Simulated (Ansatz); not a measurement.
The starting structures come from a database of crystals and need not be the phases stable at ambient conditions.

The decay constant κ of evanescent states in the gap governs leakage through a thin film.

Given:

```xyz
18
Lattice="4.7695 0.0000 0.0000 0.0000 14.6136 0.0000 0.0000 -7.3068 2.8954" Properties=species:S:1:pos:R:3 pbc="T T T"
Li     1.9339     6.4712     2.0191
Li     1.9339     0.8356     0.8763
Li     4.3186    -0.8356     0.8763
Li     4.3186     8.1424     2.0191
Si     4.3184     5.1503     0.9016
Si     4.3184     2.1565     1.9938
Si     1.9336    -2.1565     1.9938
Si     1.9336     9.4633     0.9016
O      2.3944    -1.0361     0.9742
O      2.3944     8.3429     1.9212
O      0.0096     6.2707     1.9212
O      0.0096     1.0361     0.9742
O      2.2113    -3.6534     1.4477
O      4.5961     3.6534     1.4477
O      0.3288     9.3146     0.5484
O      0.3288    -2.0078     2.3470
O      2.7135     2.0078     2.3470
O      2.7135     5.2990     0.5484
```

Space group of this cell: Ccc2. The cell is taken as given; by PBEsol its mean pressure is 2.2 GPa.

Transport runs along the normal of the first two printed cell vectors.

No gap correction and no spin-orbit coupling; mid-gap values are interpolated between computed energies.

Task: State the band gap and the smallest decay constant κ at mid-gap according to PBEsol run with Ansatz (a program for electronic structure).

Result: Gap 5.30 eV on a 6×10×10 mesh; κ = 0.484 1/Å, at the zone centre.
